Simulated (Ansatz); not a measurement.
Partial pair distribution functions of a relaxed model of amorphous B$_{12}$Sb$_{12}$Se$_{36}$, broadened by 0.06 Å; density 4.94 g/cm³. Calculation: PBE-D3(BJ), scalar-relativistic without spin-orbit coupling, PAW (Ansatz default set, large-core Se) (plane waves to 420 eV; Ansatz, an electronic-structure program).

It comes from a melt-quench run on a machine-learned potential (CHGNet), relaxed afterwards by DFT. The hot cell started wider than the set density and was brought back towards it in steps. It is the lowest in DFT energy of 3 quenches. It is a model cell: composition and starting density were chosen by hand, and all elements were melted together. The geometry includes D3(BJ) dispersion. Its density started from a set value of 4.65 and ended at 4.94 g/cm³. The quench (nominally 150 K/ps over its main leg) was far faster than any real one, so the model tends to hold more defects than a real film. Values belong to this one cell and scatter from quench to quench. Volume and shape were free in the relaxation. On a 2×2×2 Γ-centred mesh force components of up to 0.12 eV/Å stay, since the relaxation ran on one k-point at (1/4, 1/4, 1/4).

| r (Å) | g Sb-Se | g B-Se | g B-B | g Sb-Sb |
|---|---|---|---|---|
| 1.45 | 0.00 | 0.00 | 0.00 | 0.00 |
| 1.55 | 0.00 | 0.00 | 0.32 | 0.00 |
| 1.65 | 0.00 | 0.00 | 3.27 | 0.00 |
| 1.75 | 0.00 | 0.12 | 2.12 | 0.00 |
| 1.85 | 0.00 | 1.33 | 0.09 | 0.00 |
| 1.95 | 0.00 | 6.48 | 0.00 | 0.00 |
| 2.05 | 0.00 | 13.59 | 0.00 | 0.00 |
| 2.15 | 0.00 | 6.21 | 0.00 | 0.00 |
| 2.25 | 0.00 | 0.54 | 0.00 | 0.00 |
| 2.35 | 0.00 | 0.01 | 0.04 | 0.00 |
| 2.45 | 0.12 | 0.00 | 1.18 | 0.00 |
| 2.55 | 1.71 | 0.00 | 3.14 | 0.00 |
| 2.65 | 4.19 | 0.00 | 0.74 | 0.00 |
| 2.75 | 4.17 | 0.00 | 0.01 | 0.00 |
| 2.85 | 3.18 | 0.00 | 0.06 | 0.00 |
| 2.95 | 1.78 | 0.03 | 1.33 | 0.00 |
| 3.05 | 1.75 | 0.43 | 2.49 | 0.00 |
| 3.15 | 1.00 | 0.98 | 1.33 | 0.02 |
| 3.25 | 1.08 | 0.51 | 1.51 | 0.57 |
| 3.35 | 1.47 | 0.22 | 2.61 | 0.83 |
| 3.45 | 0.74 | 0.28 | 0.43 | 0.08 |
| 3.55 | 0.82 | 0.74 | 0.01 | 0.07 |
| 3.65 | 0.71 | 0.63 | 0.01 | 1.04 |
| 3.75 | 0.82 | 0.89 | 0.42 | 1.73 |
| 3.85 | 0.81 | 1.10 | 1.46 | 0.80 |
| 3.95 | 1.01 | 1.22 | 0.34 | 1.35 |
| 4.05 | 0.87 | 0.86 | 0.01 | 1.87 |
| 4.15 | 0.59 | 0.71 | 0.00 | 2.87 |
| 4.25 | 0.93 | 0.71 | 0.00 | 2.59 |
| 4.35 | 0.84 | 0.94 | 0.01 | 2.01 |
| 4.45 | 0.71 | 0.73 | 0.43 | 1.65 |
| 4.55 | 0.58 | 0.43 | 1.01 | 0.95 |
| 4.65 | 0.42 | 0.64 | 0.15 | 0.38 |
| 4.75 | 0.62 | 1.13 | 0.28 | 0.86 |
| 4.85 | 0.88 | 1.90 | 1.62 | 0.99 |
| 4.95 | 0.79 | 1.61 | 1.73 | 0.37 |
| 5.05 | 0.77 | 1.56 | 1.21 | 0.66 |
| 5.15 | 0.93 | 1.54 | 1.26 | 0.63 |
| 5.25 | 1.18 | 1.36 | 0.97 | 0.83 |
| 5.35 | 1.12 | 1.05 | 1.88 | 0.26 |
| 5.45 | 0.79 | 1.05 | 1.01 | 0.47 |
| 5.55 | 0.88 | 1.01 | 0.12 | 0.53 |

Within 3.18 Å each Sb has 4.25 Se neighbours on average.
